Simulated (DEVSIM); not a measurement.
Structure: Schottky contact on p-type Si, at 300 K.

Layer 1 from the left is Si, thickness (μm) 0.560, Na (cm⁻³) 5.4e15, τn (s) 2.3e-5, τp (s) 2.3e-5.

Left contact: Schottky, work function 4.354 eV, emission velocity 9.8e6 cm/s. Right contact: ohmic. Voltage is applied to the left contact. Recombination: SRH at mid-gap, radiative. Mobility is μmin + (μ − μmin)/(1 + (N/Nref)^α).

Constants are typed, rounded textbook-type inputs, not results; the design itself was drawn at random and stands for no fabricated device. Values at 300 K.

Si: gap (eV) 1.124, affinity (eV) 4.05, permittivity 11.7, Nc (cm⁻³) 2.86e19, Nv (cm⁻³) 3.1e19, μn (cm²/Vs) 1417, μp (cm²/Vs) 470, μn,min 52, μp,min 45, Nref,n 9.7e16, Nref,p 2.2e17, αn 0.68, αp 0.72, B (cm³/s) 4.7e-15.

Model (solved in DEVSIM): 1D drift-diffusion, Boltzmann statistics, complete ionisation; no tunnelling, impact ionisation, image-force lowering or self-heating. Metal contacts follow the ideal Schottky-Mott rule: no Fermi-level pinning, no interface dipoles.

### Question
What does the simulation give for the potential step across the device at zero bias, the largest field in the device at zero bias, the dark forward voltage at 100 A/cm², the dark forward voltage at 1 A/cm²?

### Answer
potential step across the device at zero bias 0.596 V; largest field in the device at zero bias 31000 V/cm; dark forward voltage at 100 A/cm² 0.530 V; dark forward voltage at 1 A/cm² 0.385 V.
